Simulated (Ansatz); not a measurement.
MgO (Fm-3m), r2SCAN, rigid bands (Ansatz, a program for electronic structure): N_c = 5.80e18 cm⁻³ at 300 K and an electron conductivity mass of 0.373 mₑ.

For 1e17 electrons per cm³ at 300 K, place the Fermi level, estimate the Seebeck coefficient of a parabolic band with constant τ, and give mobility and conductivity for τ = 20 fs.

The level lies k_BT ln(N_c/n) = 0.105 eV below the conduction-band minimum. S ≈ −(k_B/e)[ln(N_c/n) + 5/2] = -565 μV/K, against -562 μV/K from the full bands (mean over directions). μ = eτ/m = 94.3 cm²/(V·s) and σ = neμ = 1.51 S/cm. τ is assumed, not computed.

Band transport and this doping are assumed; polarons and phonon drag are left out. Spin-orbit coupling is left out.
